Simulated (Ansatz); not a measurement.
## A constructed model of the (0001) surface of hcp Ti, (√3x√3)R30° surface alloy, Ag on one Ti site of the top plane (bottom of the slab: a bare face, its two planes held)

Method: PBE (plane waves to 420 eV, PAW; Ansatz, a quantum-chemistry and plane-wave program).

Slab: 18 atoms, 11.6 Å thick at the start; k 9x9x1, smearing 0.1 eV, dipole-corrected; 6 atoms held, the rest relaxed; symmetry of the start imposed; no spin, no spin-orbit, no U. It is one candidate, not shown to be the stable structure of the face.

```yaml
work_function_of_the_top_face: 4.15 eV
energy_released_by_relaxation: 0.13 eV
cost: very roughly 13 core-minutes
```
